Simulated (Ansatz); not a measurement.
# A self-consistent single point of the (100) slab of Li2HfO3 (cut from a parent of space group no. 12; 12 atoms in the cell) with Ansatz

Level of theory: PBEsol, default PAW files made with PBE (plane waves; Ansatz, a first-principles code).

Input as run:

Ansatz 0.2 input:
```yaml
# HfLi2O3
crystal:
  lattice:
    - [4.180172, 0.000000, 0.000000]
    - [0.000000, 3.198326, 0.000000]
    - [0.000000, 0.000000, 21.816618]
  atoms:
    - { symbol: Li, position_ang: [0.000000, 1.330587, 10.011602] }
    - { symbol: Li, position_ang: [2.090086, 1.245911, 11.805016] }
    - { symbol: Hf, position_ang: [0.000000, 2.835594, 13.310820] }
    - { symbol: O, position_ang: [0.000000, 1.235657, 11.963099] }
    - { symbol: O, position_ang: [2.090086, 1.340841, 9.853519] }
    - { symbol: O, position_ang: [2.090086, 2.835594, 13.310820] }
    - { symbol: Li, position_ang: [2.090086, 1.226948, 14.816625] }
    - { symbol: Li, position_ang: [0.000000, 1.349550, 6.999993] }
    - { symbol: Hf, position_ang: [2.090086, 2.939230, 8.505798] }
    - { symbol: O, position_ang: [2.090086, 1.339296, 7.158011] }
    - { symbol: O, position_ang: [0.000000, 1.237202, 14.658607] }
    - { symbol: O, position_ang: [0.000000, 2.939230, 8.505798] }
basis:
  ecutwfc: 420.0 eV
kpoints:
  mp_grid: { grid: [6, 7, 1] }
hamiltonian:
  xc: pbesol
  pseudopotentials: { kind: paw }
scf:
  occupations: { method: fermi_dirac, width: 0.02 eV }
output:
  forces: true
  eigenvalues: true
  stress: true
```

Log, with long lists cut:

```
WARN ansatz: RAYON_NUM_THREADS=1 ignored (pool sized by the plan → 1); use --threads N
Pseudopotentials: kind: paw
Pseudopotential: Li, paw, valence charge 3
Pseudopotential: Hf, paw, valence charge 26
Pseudopotential: O, paw, valence charge 6
Crystal: 12 atoms, lattice volume = 291.678 Å³
Basis set: ecut = 420 eV, 5691 PW (Γ), exchange–correlation on 60×48×300 points (8 copies of the dense FFT grid, shifted against one another)
Bands: 62, of which v1, the nominal top of the filled ones, is band 50 counted from 1 (49 counted from 0)
Symmetry: 4 space group operations
Space group: P21/m (ITA 11), of the structure as read, at distance tolerance 6.6e-5 Å
k-points: 16 of 42
PAW frozen core: Hf, regenerated for the run's functional, and the local potential with it
PAW frozen core: O, regenerated for the run's functional, and the local potential with it
Initial density: superposition of atomic densities (neutral atoms: chi_scale 0, normalization atom), corrected by the library's trained network
Initial wavefunctions: pseudopotential atomic-orbital guess
Eigensolver: davidson
Functional: x = pbesol(κ = 0.804, μ = 0.12345679012345678), c = pbesol(β = 0.046)
SCF iter   1: F=—  HF=-35390.598306 eV  |F-HF|=—  |Δ(HF+E_count)|=         —  Δρ=1.02e-2  dr2=2.69e-1  ethr=1.77e-3  ⟨swp⟩=7.6  Hψ=3972  notcnv=0  defer=3
all-band conjugate gradients solve this SCF's bands
preconditioner: auto → Resta (q_TF=auto, 2.282 Å⁻¹)
SCF iter   2: F=—  HF=-35390.538783 eV  |F-HF|=—  |Δ(HF+E_count)|=   5.95e-2  Δρ=3.58e-3  dr2=2.51e-2  ethr=2.69e-4  ⟨swp⟩=2.8  Hψ=1900  notcnv=0  defer=90
SCF iter   3: F=—  HF=-35390.532330 eV  |F-HF|=—  |Δ(HF+E_count)|=   6.45e-3  Δρ=7.61e-4  dr2=1.39e-3  ethr=2.51e-5  ⟨swp⟩=2.1  Hψ=1615  notcnv=0  defer=90
SCF iter   4: F=—  HF=-35390.532472 eV  |F-HF|=—  |Δ(HF+E_count)|=   1.42e-4  Δρ=2.80e-4  dr2=1.72e-4  ethr=1.39e-6  ⟨swp⟩=2.0  Hψ=1763  notcnv=0  defer=90
SCF iter   5: F=—  HF=-35390.532451 eV  |F-HF|=—  |Δ(HF+E_count)|=   2.06e-5  Δρ=7.90e-5  dr2=1.46e-5  ethr=1.72e-7  ⟨swp⟩=2.1  Hψ=1792  notcnv=0  defer=90
SCF iter   6: F=—  HF=-35390.532804 eV  |F-HF|=—  |Δ(HF+E_count)|=   3.53e-4  Δρ=4.96e-5  dr2=6.37e-6  ethr=1.46e-8  ⟨swp⟩=2.0  Hψ=1765  notcnv=0  defer=90
SCF iter   7: F=—  HF=-35390.532804 eV  |F-HF|=—  |Δ(HF+E_count)|=   3.97e-7  Δρ=1.44e-5  dr2=5.06e-7  ethr=6.37e-9  ⟨swp⟩=2.0  Hψ=1516  notcnv=0  defer=90
iter 8 met the thresholds in force, and the SCF goes on: an eigenvalue changes by 13.06 meV, over its tolerance of 10.00 meV (output.eigenvalues, Limitations)
SCF iter   8: F=-35390.532804 eV  HF=-35390.532804 eV  |F-HF|=6.62e-8  |Δ(HF+E_count)|=   2.21e-7  Δρ=4.41e-6  dr2=5.00e-8  ethr=1.00e-10  ⟨swp⟩=14.3  Hψ=4929  notcnv=0
SCF iter   9: F=-35390.532804 eV  HF=-35390.532804 eV  |F-HF|=2.54e-8  |Δ(HF+E_count)|=   8.97e-8  Δρ=3.34e-6  dr2=3.23e-8  ethr=5.00e-11  ⟨swp⟩=7.2  Hψ=4006  notcnv=0
SCF 1 converged in 9 iterations: F = -35390.532804 eV  dr2 = 3.23e-8
SCF converged after 9 iterations
an eigenvalue changed by more than its tolerance at an iteration that met the thresholds in force, so the SCF went on 1 time …
Free energy (F): -35390.532804 eV
Harris-Foulkes:  -35390.532804 eV  (|F-HF|=2.54e-8)
Internal energy: -35390.532804 eV  (E = F + TS)
E sigma→0 (E₀):  -35390.532804 eV
Fermi energy:    2.723260 eV
--- Per-component energies (eV) ---
  E_band       = -1383.451201
  E_kinetic    = 1981.304862
  E_local      = -102640.063650  (includes V_loc(G=0)·N_el)
  E_nonlocal   = -2316.743109
  E_hartree    = 50082.125764
  E_xc         = -1077.321611
  E_vxc        = -1151.002905  (∫ρ·V_xc dr)
  E_paw        = -14607.460710  (= ΣΔE_a)
  E_vpaw       = 2578.778637  (= ΣTr[D̂ρ^β])
  E_aug_tail   = 0.014865  (compensation charges beyond the density's cutoff)
  E_ewald      = 33184.896876
  E_core_change = 2.713911  (= ΣΔE_core)
  E_smearing   = -0.000000  (= −TS)
  E_closure    = -0.000000  (closes the sum)
  Σ components = -35390.532804   (vs F -35390.532804, Δ=0.00e0)
--- Forces (eV/Å), atoms counted from 1 ---
  atom   1  Li     0.00000000    -0.00542747     0.05919964
  atom   2  Li     0.00000000     0.00542747    -0.05919964
  atom   3  Hf     0.00000000     0.00475502     0.26973542
  atom   4  O      0.00000000     0.00495669    -0.17645614
  atom   5  O      0.00000000    -0.00495669     0.17645614
  atom   6  O      0.00000000     0.00161592     0.19406991
  atom   7  Li     0.00000000     0.01437615    -0.56775072
  atom   8  Li     0.00000000    -0.01437615     0.56775072
  atom   9  Hf     0.00000000    -0.00475502    -0.26973542
  atom  10  O      0.00000000     0.01779849    -0.10119592
  atom  11  O      0.00000000    -0.01779849     0.10119592
  atom  12  O      0.00000000    -0.00161592    -0.19406991
  max |Σ_I F_I| component: 2.78e-17 eV/Å
--- Stress (GPa, compression-positive) ---
       -2.607794       0.000000       0.000000
        0.000000      -0.883942       0.016293
        0.000000       0.016292      -1.059704
  P = ⅓ Tr σ = -1.5171 GPa (-15.171 kbar)
  The stress holds the Pulay correction. Without it, at fixed plane waves, as pw.x and ABINIT print it: P = -1.8060 GPa
--- Band table (eV; the first three rows and the last of 16) ---
  k-point 0: bands = ["-59.0691", "-59.0691", "-42.6561", "-42.6561", "-41.5407", "-41.5158", "-27.9994", "-27.9982", "-27.9256", "-27.9254", "-27.6062", "-27.6061", "-16.1069", "-16.0688", "-15.4633", "-15.3662", "-14.5790", "-14.4711", "-8.9518", [...]
  k-point 1: bands = ["-59.0650", "-59.0649", "-42.6553", "-42.6553", "-41.5398", "-41.5150", "-27.9691", "-27.9680", "-27.9168", "-27.9167", "-27.7368", "-27.7367", "-15.9865", "-15.9616", "-15.3436", "-15.2186", "-14.7008", "-14.6129", "-8.9497", [...]
  k-point 2: bands = ["-59.0556", "-59.0556", "-42.6534", "-42.6534", "-41.5377", "-41.5131", "-28.0162", "-28.0161", "-27.8998", "-27.8988", "-27.8969", "-27.8968", "-15.7992", "-15.7917", "-15.1602", "-14.9551", "-14.8052", "-14.7905", "-8.9456", [...]
  k-point 15: bands = ["-59.0475", "-59.0475", "-42.6516", "-42.6516", "-41.5233", "-41.5233", "-28.2244", "-28.2244", "-28.0086", "-28.0086", "-27.8384", "-27.8384", "-15.2815", "-15.2815", "-14.8057", "-14.8057", "-14.5317", "-14.5317", "-8.9129", [...]
```

The run converged in 9 iterations.

The starting cell comes from a database of computed structures (which also holds hypothetical and non-ambient phases and stackings), without a prior relaxation at this level. The slab is cut from that crystal, and its faces are unrelaxed. Its lattice was rescaled by up to half a per cent. Spin-orbit coupling is off. Spin polarisation is off, though cut faces can carry moments; a gap of a slab can lie between surface states. Another mesh or the band path of this cell gives a smaller gap, so this value is not converged in the mesh.
